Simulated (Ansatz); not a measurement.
Inside the gap of an insulator the Bloch states are evanescent, with a wavenumber k + iκ along the transport direction.

```
LiTaO3
1.0
    5.13396     0.00000     0.00000
    2.56698     4.44614     0.00000
    2.56698     1.48205     4.60543
Li Ta O
2 2 6
Direct
  0.71678   0.71678   0.84966
  0.21678   0.21678   0.34966
  0.00054   0.00054   0.99837
  0.50054   0.50054   0.49837
  0.13327   0.38569   0.70551
  0.38569   0.77553   0.70551
  0.77553   0.13327   0.70551
  0.27553   0.88569   0.20551
  0.63327   0.27553   0.20551
  0.88569   0.63327   0.20551
```

The cell is taken as given; by PBEsol it stands under a pressure of -1.2 GPa.

Transport runs along the normal of the first two printed cell vectors, the (001) plane of the conventional cell.

The gap is the functional's own, uncorrected, and κ follows it; spin-orbit coupling is left out. Mid-gap means the computed energy nearest the middle.

Problem. State the band gap and the smallest decay constant κ at mid-gap according to Ansatz (an electronic-structure program) with PBEsol.

Solution. Gap 3.83 eV on a 8×8×8 mesh; κ = 0.386 1/Å, at (0.083, 0.000) of the in-plane reciprocal vectors. At the zone centre the slowest state has κ = 0.41 1/Å.
